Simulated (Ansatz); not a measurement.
Take TlBiS$_{2}$ (space group R-3m, No. 166) as the base.

```xyz
4
Lattice="2.0427 1.1793 7.2320 -2.0427 1.1793 7.2320 0.0000 -2.3587 7.2320" Properties=species:S:1:pos:R:3 pbc="T T T"
Tl     0.0000     0.0000    10.8480
Bi     0.0000     0.0000     0.0000
S      0.0000     0.0000     5.6678
S      0.0000     0.0000    16.0281
```

Cartesian axes are those of the cell as printed.

Computed with PBEsol/PAW in Ansatz (a program for electronic structure), without spin-orbit coupling.

Before the change:

```
Property                          Value
-----------------------------  --------
Band gap                        0.15 eV
Pressure                        0.0 GPa
Shortest interatomic distance  283.0 pm
```

The change: tensile biaxial strain of 2.40 % in the plane normal to [001], as in epitaxy on a mismatched substrate; the out-of-plane cell vector and the atoms relax.

Question: What happens to the band gap?

Answer: The band gap becomes zero (base: 0.15 eV).

Question: Predict the new pressure.

Answer: The pressure (mean of the normal stresses, compression positive) goes from zero to -1.1 GPa.

Question: How does this affect the shortest interatomic distance?

Answer: The shortest interatomic distance grows by 2.2 pm to 285.2 pm.

Question: How does this affect the energy relative to the base?

Answer: The energy grows by 6.9 meV/atom.

With Bi and Tl present, leaving out spin-orbit coupling can change the band edges. Whether these cells are dynamically stable was not tested. The final runs are not spin-polarised. Gaps under 0.05 eV, about the width of the smearing, are given as zero. The zero or small gap of TlBiS2 can change with the level of theory.
